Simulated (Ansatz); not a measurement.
Take SrTiO3 in the cubic perovskite structure (space group Pm-3m, No. 221) as the base.

```
SrTiO3
1.0
    3.85418     0.00000     0.00000
    0.00000     3.85418     0.00000
    0.00000     0.00000     3.85418
Sr Ti O
1 1 3
Direct
  0.00000   0.00000   0.00000
  0.50000   0.50000   0.50000
  0.50000   0.00000   0.50000
  0.00000   0.50000   0.50000
  0.50000   0.50000   0.00000
```

Cartesian axes are those of the cell as printed.

Computed with LDA (Ansatz, a program for electronic structure, PAW, spin-orbit coupling left out).

The change: the cell is compressed by 1.20 % along z with no lateral relaxation, atoms relaxed at fixed cell.

Predict the stress tensor and what it implies for the stiffness.

Stress of the strained cell less that of the base (GPa, compression positive):
```
   1.37    0.00    0.00
   0.00    1.37    0.00
   0.00    0.00    4.90
```

Then −Δσ_ii/ε with ε = -0.0120 gives relaxed-ion elastic constants: C33 ≈ 408 GPa, C13 ≈ 115 GPa and C23 ≈ 115 GPa.

Whether these cells are dynamically stable was not tested. The final runs are not spin-polarised. Many cubic perovskites are stable only at high temperature; tilts and polar distortions were not tested.
